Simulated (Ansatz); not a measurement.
Start from GaN (space group Pm-3n, No. 223; a = 5.571 Å; a hypothetical phase, not in the database extracts checked).

(Cell as relaxed with PBE.)

Levels (all Ansatz, a first-principles code, PAW): PBE (420 eV, no spin-orbit coupling); PBEsol (420 eV, no spin-orbit coupling).

Each level relaxes its own structure.

| base | PBE | PBEsol |
|---|---|---|
| volume per atom | 14.41 Å³ | 13.96 Å³ |
| lattice parameter a | 5.571 Å | 5.513 Å |
| band gap | 1.50 eV | 1.56 eV |

Perturbation: a hydrostatic pressure of 10 GPa.

```json
[
 {"quantity": "shift of the gap caused by the change", "PBE": "+0.24 eV", "PBEsol": "…"},
 {"quantity": "lattice parameter a", "PBE": "5.455 Å", "PBEsol": "…"},
 {"quantity": "electron mass", "PBE": "0.22 mₑ (at Γ)", "PBEsol": "…"},
 {"quantity": "band gap", "PBE": "1.73 eV", "PBEsol": "…"}
]
```

Question: Predict the PBEsol column.

Answer: 
- shift of the gap caused by the change, PBEsol: +0.19 eV
- lattice parameter a, PBEsol: 5.406 Å
- electron mass, PBEsol: 0.23 mₑ (at Γ)
- band gap, PBEsol: 1.75 eV

PBE's shift of the gap caused by the change lies 0.05 eV above PBEsol's; PBE's lattice parameter a lies 0.049 Å above PBEsol's (0.9 %); PBE's band gap lies 0.02 eV below PBEsol's. Neither level is exact; PBEsol is the comparison here, not a measurement.

Load acts through the strain it causes; cell and atoms are relaxed under it. Masses are band curvatures over ±0.01 Å⁻¹ around the edge. Stability against distortions was not tested. No other phases were tried under pressure.
